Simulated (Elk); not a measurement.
# Input and output of a self-consistent single point for Nb (Im-3m, 1 atom in the cell) (Elk)

Method of the run: PBE, all-electron FP-LAPW, Elk's shipped species files, APW+lo basis with extra local orbitals (Elk).

The input file:

```
tasks
  0

xctype
  20

rgkmax
  8.0

gmaxvr
  16.0

nxlo
  2

lorbcnd
  .true.

lmaxi
  3

swidth
  0.00367493

maxscl
  100

scale
  5.510911446

avec
   -0.5773502692    0.5773502692    0.5773502692
    0.5773502692   -0.5773502692    0.5773502692
    0.5773502692    0.5773502692   -0.5773502692

atoms
  1
  'Nb.in'
  1
  0.0000000000  0.0000000000  0.0000000000    0.0 0.0 0.0

ngridk
  11 11 11
```

Log, with long lists cut:

```
│ Elk code version 10.2.4 │

All units are atomic (Hartree, Bohr, etc.)

│ Ground-state run starting from atomic densities │

Lattice vectors :
  -3.181726207       3.181726207       3.181726207
   3.181726207      -3.181726207       3.181726207
   3.181726207       3.181726207      -3.181726207

Unit cell volume      :    128.8393149
Brillouin zone volume :    1.925268026

Muffin-tin inner radius fraction :   0.1000000000E-01

Nuclei treated as point charges

Species :    1 (Nb)
 parameters loaded from : Nb.in
 name : niobium
 nuclear charge    :   -41.00000000
 electronic charge :    41.00000000
 atomic mass :    169357.9703
 muffin-tin radius :    2.600000000
 number of radial points in muffin-tin :    597
 atomic positions (lattice), magnetic fields (Cartesian) :
   1 :   0.00000000  0.00000000  0.00000000    0.00000000  0.00000000  0.00000000

Total number of atoms per unit cell :    1

Spin treatment :
 spin-unpolarised

Number of Bravais lattice symmetries :   48
Number of crystal symmetries         :   48
Crystal has inversion symmetry
Real symmetric eigensolver will be used

k-point grid :     11    11    11
k-point offset :    0.000000000       0.000000000       0.000000000
k-point set is reduced with full crystal symmetry group
Total number of k-points :       56

Muffin-tin radius times maximum |G+k| :    8.000000000
 using average radius
Maximum |G+k| for APW functions       :    3.076923077
Maximum (1/2)|G+k|²                   :    4.733727811
Maximum |G| for potential and density :    16.00000000
 potential will be trimmed for |G| > 2 gkmax
Constant for pseudocharge density :   10
Radial integration step length :    4

G-vector grid sizes :     30    30    30
Number of G-vectors :     8853

Maximum angular momentum used for
 APW functions                      :    8
 outer part of muffin-tin           :    6
 inner part of muffin-tin           :    3

Total nuclear charge    :   -41.00000000
Total core charge       :    28.00000000
Total valence charge    :    13.00000000
Total excess charge     :    0.000000000
Total electronic charge :    41.00000000

Effective Wigner radius, rₛ :   0.9086402696

Number of empty states         :    4
Total number of valence states :   11
Total number of core states    :   28

Conduction state local-orbitals added automatically
Total number of local-orbitals :   83

Exchange-correlation functional :     20     0     0
 Perdew-Burke-Ernzerhof, Phys. Rev. Lett. 77, 3865 (1996)
 gradient requirement :    1
 generalised gradient approximation (GGA)

Smearing type :    3
 Fermi-Dirac
Smearing width :   0.3674930000E-02
Effective electronic temperature (K) :    1160.451112

Mixing type :    3
 Broyden mixing, J. Phys. A: Math. Gen. 17, L317 (1984)

Kohn-Sham potential initialised from atomic data

│ Self-consistent loop started │
│ Loop number : 1 │
 total energy                :     -3819.35797251
│ Loop number : 2 │
 total energy                :     -3819.45073251
RMS change in Kohn-Sham potential (target) :   0.1199638572     (  0.1000000000E-05)
Absolute change in total energy (target)   :   0.9276000382E-01 (  0.1000000000E-03)
│ Loop number : 3 │
 total energy                :     -3819.54887224
RMS change in Kohn-Sham potential (target) :   0.1166527072     (  0.1000000000E-05)
Absolute change in total energy (target)   :   0.1213297289     (  0.1000000000E-03)
│ Loop number : 4 │
 total energy                :     -3819.69571872
RMS change in Kohn-Sham potential (target) :   0.1019517217     (  0.1000000000E-05)
Absolute change in total energy (target)   :   0.1771789092     (  0.1000000000E-03)
│ Loop number : 5 │
 total energy                :     -3820.20200494
RMS change in Kohn-Sham potential (target) :   0.4729530877E-01 (  0.1000000000E-05)
Absolute change in total energy (target)   :   0.5505809472     (  0.1000000000E-03)
│ Loop number : 6 │
 total energy                :     -3820.47211074
RMS change in Kohn-Sham potential (target) :   0.1517381131E-01 (  0.1000000000E-05)
Absolute change in total energy (target)   :   0.4077510410     (  0.1000000000E-03)
│ Loop number : 7 │
 total energy                :     -3820.57965807
RMS change in Kohn-Sham potential (target) :   0.3906698699E-03 (  0.1000000000E-05)
Absolute change in total energy (target)   :   0.2094850835     (  0.1000000000E-03)
│ Loop number : 8 │
 total energy                :     -3820.54683138
RMS change in Kohn-Sham potential (target) :   0.4066719604E-03 (  0.1000000000E-05)
Absolute change in total energy (target)   :   0.1954458252E-01 (  0.1000000000E-03)
│ Loop number : 9 │
 total energy                :     -3820.54374756
RMS change in Kohn-Sham potential (target) :   0.3448781849E-03 (  0.1000000000E-05)
Absolute change in total energy (target)   :   0.1802324290E-02 (  0.1000000000E-03)
│ Loop number : 10 │
 total energy                :     -3820.54579300
RMS change in Kohn-Sham potential (target) :   0.1442506358E-04 (  0.1000000000E-05)
Absolute change in total energy (target)   :   0.2496023468E-02 (  0.1000000000E-03)
│ Loop number : 11 │
 total energy                :     -3820.54609378
RMS change in Kohn-Sham potential (target) :   0.6843186939E-05 (  0.1000000000E-05)
Absolute change in total energy (target)   :   0.9247860226E-03 (  0.1000000000E-03)
│ Loop number : 12 │
 total energy                :     -3820.54598684
RMS change in Kohn-Sham potential (target) :   0.2273669471E-05 (  0.1000000000E-05)
Absolute change in total energy (target)   :   0.1242541630E-03 (  0.1000000000E-03)
│ Loop number : 13 │
 total energy                :     -3820.54592660
RMS change in Kohn-Sham potential (target) :   0.2119260674E-06 (  0.1000000000E-05)
Absolute change in total energy (target)   :   0.2917303436E-04 (  0.1000000000E-03)
Convergence targets achieved

│ Loop number : 14 │

Energies :
 Fermi                       :     0.379338538506
 sum of eigenvalues          :     -2265.29040697
 electron kinetic            :      3953.89152055
 core electron kinetic       :      3872.45687415
 Coulomb                     :     -7655.30650763
 Coulomb potential           :     -6064.00314160
 nuclear-nuclear             :     -380.827541941
 electron-nuclear            :     -8484.95478978
 Hartree                     :      1210.47582409
 Madelung                    :     -4623.30493683
 xc potential                :     -155.178785917
 exchange                    :     -117.021785582
 correlation                 :     -2.10714561534
 electron entropic           :    -0.200137124880E-02
 total energy                :     -3820.54591965

Density of states at Fermi energy :    45.46547714
 (states/Hartree/unit cell)

Estimated indirect band gap :   0.1932229843E-02
 from k-point     25 to k-point     34
Estimated direct band gap   :   0.3536348769E-02
 at k-point      7

Charges :
 core                        :    28.00000000
 valence                     :    13.00000000
 interstitial                :    1.759890934
 muffin-tins (core leakage)
  species :    1 (Nb)
   atom    1                 :    39.24010907     (  0.9275927475E-06)
 total in muffin-tins        :    39.24010907
 total calculated charge     :    41.00377378
 total charge                :    41.00000000
 error                       :   0.3773775759E-02

│ Self-consistent loop stopped │
```

The run converged in 14 iterations. The count includes the last loop, which Elk runs after its targets are met.

The starting cell comes from a database of computed structures (which also holds hypothetical and non-ambient phases and stackings), without a prior relaxation at this level. Its lattice was rescaled by a random factor within 2.5 % of one. Spin polarisation is off. Values depend on the basis (sphere radii, cutoffs, local orbitals), which need not be converged. The log's line on a gap gives a spacing of levels on this mesh, which the program prints for metals too.
